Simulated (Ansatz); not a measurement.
```cif
data_As4Ga4
_chemical_formula_sum 'Ga4 As4'
_space_group_name_H-M_alt 'F-43m'
_space_group_IT_number 216
_space_group_name_Hall 'F -4 2 3'
_cell_length_a 5.54552
_cell_length_b 5.54552
_cell_length_c 5.54552
_cell_angle_alpha 90.000
_cell_angle_beta 90.000
_cell_angle_gamma 90.000
loop_
_atom_site_label
_atom_site_type_symbol
_atom_site_symmetry_multiplicity
_atom_site_Wyckoff_symbol
_atom_site_fract_x
_atom_site_fract_y
_atom_site_fract_z
_atom_site_occupancy
Ga1 Ga 4 a 0.00000 0.00000 0.00000 1
As1 As 4 d 0.75000 0.75000 0.75000 1
```
(The calculation used a cell of 2 atoms; values per cell refer to that cell.)

Dynamical quadrupoles are not included in the interpolation of the phonons between the solved wave vectors. Unless called populations, κ holds the coherence term between modes besides the Boltzmann populations. The cell is strained isotropically by -2 % in length.

Question: Estimate the lattice thermal conductivity at 300 K from the linearised phonon Boltzmann equation (three-phonon plus isotope scattering), PBEsol in Ansatz (third-order constants from a 54-atom supercell out to 5.1 Å, harmonic mesh 6×6×6, k mesh 6×6×6, scattering mesh 15×15×15).

Answer: κ = 49 W/(m K). The result is for a perfect infinite crystal and omits four-phonon processes.

The PAW data sets were generated under PBE and serve the other functionals too.

Ansatz is an electronic-structure program.
